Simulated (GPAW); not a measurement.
## Input and output of a self-consistent single point for BeCo (Pm-3m, 2 atoms in the cell) (GPAW)

Method: PBEsol, GPAW PAW datasets PBEsol (made by gpaw-setup) (plane waves; GPAW 25.7.0).

This input was run:

```python
from ase import Atoms
from ase.units import GPa
from gpaw import GPAW, PW, FermiDirac

atoms = Atoms(['Be', 'Co'],
              cell=[[2.571750, 0.000000, 0.000000],
                    [0.000000, 2.571750, 0.000000],
                    [0.000000, 0.000000, 2.571750]],
              positions=[[0.000000, 0.000000, 0.000000],
                         [1.285875, 1.285875, 1.285875]],
              pbc=True)

atoms.set_initial_magnetic_moments([0.0, 3.0])

calc = GPAW(spinpol=True,
            mode=PW(850),
            xc='PBEsol',
            kpts=(9, 9, 9),
            occupations=FermiDirac(0.1),
            nbands=-10,
            symmetry={'symmorphic': False, 'tolerance': 0.0005},
            maxiter=150,
            txt='-')

atoms.calc = calc

energy = atoms.get_potential_energy()
print('Energy (eV):', round(energy, 6))
forces = atoms.get_forces()
print('Forces (eV/Ang):')
print(forces.round(5))
stress = atoms.get_stress()
print('Stress (GPa, Voigt):', (stress / GPa).round(4))
```

Output (repeated stretches shortened):

```
Input parameters:
  kpts: [9 9 9]
  maxiter: 150
  mode: {ecut: 850.0,
         name: pw}
  nbands: -10
  occupations: {fixmagmom: False,
                name: fermi-dirac,
                width: 0.1}
  spinpol: True
  symmetry: {symmorphic: False,
             tolerance: 0.0005}
  xc: PBEsol

species:
  Be:
    name: Beryllium
    Z: 4.0
    valence: 2
    core: 2
    charge: 0.0
    file: Be.PBEsol.gz

    # Using partial waves for Be as LCAO basis

  Co:
    name: Cobalt
    Z: 27.0
    valence: 9
    core: 18
    charge: 0.0
    file: Co.PBEsol.gz

    # Using partial waves for Co as LCAO basis

Reference energy: -38264.387028  # eV

Spin-polarized calculation.
Initial magnetic moment: 3.000000

Convergence criteria:
 Maximum [total energy] change in last 3 cyles: 0.0005 eV / valence electron
 Maximum integral of absolute [dens]ity change: 0.0001 electrons / valence electron
 Maximum integral of absolute [eigenst]ate change: 4e-08 eV^2 / valence electron
 Maximum number of scf [iter]ations: 150

Symmetries present (total): 48
Symmetries with fractional translations: 0
729 k-points: 9 x 9 x 9 Monkhorst-Pack grid
35 k-points in the irreducible part of the Brillouin zone
       k-points in crystal coordinates                weights
   0:     0.00000000    0.00000000    0.00000000          1/729
   1:     0.11111111    0.00000000    0.00000000          6/729
   2:     0.11111111    0.11111111    0.00000000         12/729
   [... 7 lines left out ...]
          ...
  34:     0.44444444    0.44444444    0.44444444          8/729

Wave functions: Plane wave expansion
  Cutoff energy: 850.000 eV
  Number of coefficients (min, max): 946, 968
  Pulay-stress correction: 0.000000 eV/Ang^3 (de/decut=0.000000)

Occupation numbers: Fermi-Dirac:
  width: 0.1000  # eV

Eigensolver

Densities:
  Coarse grid: 18*18*18 grid
  Fine grid: 36*36*36 grid
  Total Charge: 0.000000

Density mixing:
  Method: difference
  Backend: pulay
  Linear mixing parameter: 0.05
  old densities: 5
  Damping of long wavelength oscillations: 50

Hamiltonian:
  XC and Coulomb potentials evaluated on a 36*36*36 grid
  External potential:
    NoExternalPotential

XC parameters: PBEsol with 2 nearest neighbor stencil

Number of atoms: 2
Number of atomic orbitals: 13
Number of bands in calculation: 17
Number of valence electrons: 11
Bands to converge: occupied

Density initialized from atomic densities
  13 bands from LCAO basis set
  4 bands from random numbers

Atomic positions and initial magnetic moments

Positions:
   0 Be     0.000000    0.000000    0.000000    ( 0.0000,  0.0000,  0.0000)
   1 Co     1.285875    1.285875    1.285875    ( 0.0000,  0.0000,  3.0000)

Unit cell:
           periodic     x           y           z      points  spacing
  1. axis:    yes    2.571750    0.000000    0.000000    18     0.1429
  2. axis:    yes    0.000000    2.571750    0.000000    18     0.1429
  3. axis:    yes    0.000000    0.000000    2.571750    18     0.1429

  Lengths:   2.571750   2.571750   2.571750
  Angles:   90.000000  90.000000  90.000000

Effective grid spacing dv^(1/3) = 0.1429

     iter     time        total  log10-change:  magmom
                         energy   eigst   dens
iter:   1 --:--:--   -12.887390                   +3.0069
iter:   2 --:--:--   -13.230677   -1.39  -1.40    +1.9875
iter:   3 --:--:--   -13.531344   -2.09  -1.58    +0.2394
iter:   4 --:--:--   -13.552736   -2.89  -1.84    +0.6002
iter:   5 --:--:--   -13.590030   -2.84  -2.00    +0.5731
iter:   6 --:--:--   -13.600214   -2.99  -2.16    +0.4823
iter:   7 --:--:--   -13.602415   -3.96  -2.69    +0.3971
iter:   8 --:--:--   -13.602265c  -4.96  -2.82    +0.3548
iter:   9 --:--:--   -13.601981c  -5.42  -3.41    +0.3269
iter:  10 --:--:--   -13.601751c  -6.10  -3.14    +0.3139
iter:  11 --:--:--   -13.601778c  -6.53  -3.16    +0.3130
iter:  12 --:--:--   -13.601698c  -6.60  -3.03    +0.3128
iter:  13 --:--:--   -13.601684c  -6.39  -3.31    +0.3138
iter:  14 --:--:--   -13.601656c  -7.34  -3.96    +0.3126
iter:  15 --:--:--   -13.601717c  -7.44c -4.36c   +0.3158

Converged after 15 iterations.

Dipole moment: (-0.000000, -0.000000, -0.000000) |e|*Ang

Total magnetic moment: (0.000000, 0.000000, 0.315791)
Local magnetic moments:
   0 Be ( 0.000000,  0.000000, -0.006587)
   1 Co ( 0.000000,  0.000000,  0.325759)

Energy contributions relative to reference atoms: (reference = -38264.387028)

Kinetic:        +13.025817
Potential:       -9.309391
External:        +0.000000
XC:             -17.241862
Entropy (-ST):   -0.064341
Local:           -0.044110
SIC:             +0.000000
--------------------------
Free energy:    -13.633887
Extrapolated:   -13.601717

Spin contamination: 0.018265 electrons
Showing only first 2 kpts
                      Up                     Down
 Kpt  Band  Eigenvalues  Occupancy  Eigenvalues  Occupancy
  0     3      9.36779    0.87188      9.75734    0.12155
  0     4      9.36779    0.87188      9.75734    0.12155
  0     5      9.36779    0.87188      9.75734    0.12155
  0     6     17.39629    0.00000     17.39444    0.00000

  1     3      9.18925    0.97594      9.56835    0.47802
  1     4      9.18925    0.97594      9.56835    0.47802
  1     5      9.37987    0.85777      9.76984    0.10882
  1     6     16.10383    0.00000     16.12751    0.00000

Fermi level: 9.55955

No gap
No difference between direct/indirect transitions
Energy (eV): -13.601717

Forces in eV/Ang:
  0 Be    0.00000    0.00000    0.00000
  1 Co   -0.00000   -0.00000   -0.00000

Stress tensor:
     0.001451    -0.000000     0.000000
    -0.000000     0.001451     0.000000
     0.000000     0.000000     0.001451
Stress (GPa, Voigt): [ 0.2325  0.2325  0.2325  0.      0.     -0.    ]
```

The run converged in 15 iterations. GPAW prints stress with tension positive.

The starting cell comes from a database of computed structures (which also holds hypothetical and non-ambient phases and stackings), without a prior relaxation at this level. The moments shrank to a small part of their start, a low-spin state that need not be the lowest.
